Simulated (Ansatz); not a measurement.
Input and output of a self-consistent single point for Yb (Fm-3m, 1 atom in the cell) (Ansatz, a program for electronic structure).

Computed with PBE (plane waves, PAW; Ansatz).

```
Yb
1.0
    0.00000     2.75187     2.75187
    2.75187     0.00000     2.75187
    2.75187     2.75187     0.00000
Yb
1
Direct
  0.00000   0.00000   0.00000
```

Reference input (self-consistent single point, DFT, PBE, plane waves, default PAW files): basis.ecutwfc = 420 eV; kpoints.mp_grid.grid = 7 7 7; hamiltonian.xc = pbe; hamiltonian.pseudopotentials = {kind: paw} (the program's default PAW files); scf.occupations.method = fermi_dirac; scf.occupations.width = 0.1 eV. This run's input differs from it in these lines:

Ansatz 0.2 input:
```diff
@@ -11,3 +11,3 @@
 kpoints:
-  mp_grid: { grid: [7, 7, 7] }
+  mp_grid: { grid: [6, 6, 6] }
 hamiltonian:
```

Output, abridged:

```
SCF iter   1: F=—  HF=-13795.011308 eV  |F-HF|=—  |Δ(HF+E_count)|=         —  Δρ=6.68e-3  dr2=1.63e-2  ethr=1.77e-3  ⟨swp⟩=5.4  Hψ=1223  notcnv=0
all-band conjugate gradients solve this SCF's bands
preconditioner: auto → Kerker (q_TF=auto, 2.489 Å⁻¹)
SCF iter   2: F=—  HF=-13795.001549 eV  |F-HF|=—  |Δ(HF+E_count)|=   9.76e-3  Δρ=3.43e-3  dr2=4.55e-3  ethr=6.80e-5  ⟨swp⟩=2.0  Hψ=552  notcnv=0
   [... lines left out ...]
SCF iter   6: F=—  HF=-13794.999403 eV  |F-HF|=—  |Δ(HF+E_count)|=   6.09e-6  Δρ=1.10e-4  dr2=7.22e-6  ethr=1.94e-7  ⟨swp⟩=2.3  Hψ=428  notcnv=0
SCF iter   7: F=—  HF=-13794.999404 eV  |F-HF|=—  |Δ(HF+E_count)|=   7.91e-7  Δρ=3.46e-5  dr2=8.52e-7  ethr=3.01e-8  ⟨swp⟩=2.3  Hψ=402  notcnv=0
SCF iter   8: F=—  HF=-13794.999404 eV  |F-HF|=—  |Δ(HF+E_count)|=   1.42e-7  Δρ=2.23e-5  dr2=1.76e-7  ethr=3.55e-9  ⟨swp⟩=1.4  Hψ=271  notcnv=0
SCF iter   9: F=-13794.999404 eV  HF=-13794.999404 eV  |F-HF|=4.30e-8  |Δ(HF+E_count)|=   2.24e-7  Δρ=7.37e-6  dr2=1.55e-8  ethr=4.17e-10  ⟨swp⟩=6.6  Hψ=1299  notcnv=0
SCF 1 converged in 9 iterations: F = -13794.999404 eV  dr2 = 1.55e-8
Free energy (F): -13794.999404 eV
Internal energy: -13794.898334 eV  (E = F + TS)
E sigma→0 (E₀):  -13794.948869 eV
Entropy (-TS):   -0.101069 eV (-101.069 meV/atom)
Fermi energy:    8.925465 eV
--- Forces (eV/Å), atoms counted from 1 ---
  atom   1  Yb     0.00000000    -0.00000000    -0.00000000
--- Stress (GPa, compression-positive) ---
       -2.102882       0.000000      -0.000000
        0.000000      -2.102882       0.000000
        0.000000       0.000000      -2.102882
  P = ⅓ Tr σ = -2.1029 GPa (-21.029 kbar)
  The stress holds the Pulay correction. Without it, at fixed plane waves, as pw.x and ABINIT print it: P = -2.1477 GPa
```

The run converged in 9 iterations. Against the reference run the free energy goes up by 15.6 meV/atom and the pressure hardly changes (-2.14 to -2.10 GPa).

The starting cell comes from a database of computed structures (which also holds hypothetical and non-ambient phases and stackings), without a prior relaxation at this level. Its lattice was rescaled by a random factor within 2.5 % of one. Spin polarisation is off. Ansatz's pressure includes its estimate of the finite-basis (Pulay) stress.
